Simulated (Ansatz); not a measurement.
# WC (space group P-6m2, No. 187)

```yaml
crystal:
  lattice:
    - [2.89847, 0.00000, 0.00000]
    - [-1.44923, 2.51015, 0.00000]
    - [0.00000, 0.00000, 2.82773]
  atoms:
    - { symbol: W, position: [0.00000, 0.00000, 0.00000] }
    - { symbol: C, position: [0.66667, 0.33333, 0.50000] }
```

Calculations: PBEsol (Ansatz, an electronic-structure program, PAW, no spin-orbit coupling). k-mesh 18×18×16 (Γ-centred); smearing 0.05 eV (Fermi–Dirac).

```json
{
  "volume_per_atom": "10.29 Å³",
  "density": "15.81 g/cm³",
  "band_gap": "zero",
  "total_energy": "-5251.865 eV/atom (σ→0; compares only within this code and set-up)"
}
```

No phonon test of stability was made. All final runs are without spin polarisation.
